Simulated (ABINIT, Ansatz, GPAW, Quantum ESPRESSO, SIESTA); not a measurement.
Code comparison for InSb (F-43m, 2 atoms in the cell)

Self-consistent single point.

```xyz
2
Lattice="0.0000 3.3166 3.3166 3.3166 0.0000 3.3166 3.3166 3.3166 0.0000" Properties=species:S:1:pos:R:3 pbc="T T T"
In     0.0000     0.0000     0.0000
Sb     1.6583     1.6583     1.6583
```

Shared settings, as Ansatz (a quantum-chemistry and plane-wave program) writes them: kpoints.mp_grid.grid = 3 3 3; scf.occupations.method = fermi_dirac; scf.occupations.width = 0.1 eV. Potentials and cutoffs stand in the table.

```tsv
code	model	pressure (GPa)	cutoff
SIESTA	GGA PBEsol, numerical atomic orbitals DZP, PseudoDojo PBEsol standard norm-conserving potentials (rewritten from UPF to PSML)	-0.18	grid 300 Ry
Quantum ESPRESSO	PBEsol, PSlibrary PAW (PBE) pseudopotentials	-1.10	50 Ry
Ansatz	PBEsol, PAW files made with PBE	-0.55	default
GPAW	PBEsol, GPAW PAW datasets PBEsol (made by gpaw-setup)	-0.99	550 eV
ABINIT	PBEsol, PAW (JTH v2.0 PBE PAW, files made for PBE)	-0.87	40 Ry
```

No clean gap comes from SIESTA, Quantum ESPRESSO, Ansatz, GPAW and ABINIT: levels at the Fermi energy touch, overlap or are partly filled at this smearing.

On Ansatz's run: spin-orbit coupling is off.

The spread over the programs that give each value: pressure within 0.92 GPa.

SIESTA uses small atom-centred bases, whose incompleteness enters pressures, forces and empty levels differently from a plane-wave cutoff. Ansatz's pressure is given at a fixed set of plane waves, as the other plane-wave codes print theirs.

On the base mesh (6 6 6) the same programs gave: Ansatz pressure -1.90 GPa; Quantum ESPRESSO pressure -2.48 GPa; ABINIT pressure -2.23 GPa; GPAW pressure -2.34 GPa; SIESTA pressure -1.54 GPa.

The values differ from the base mesh's, so the mesh still matters here: the table compares the programs at equal settings.

The starting cell comes from a database of computed structures (which also holds hypothetical and non-ambient phases and stackings), without a prior relaxation at this level.

Left out of this page: CP2K (on another mesh); Elk and FLEUR (not drawn, or without a comparable value).

Keys are those of Ansatz 0.2.
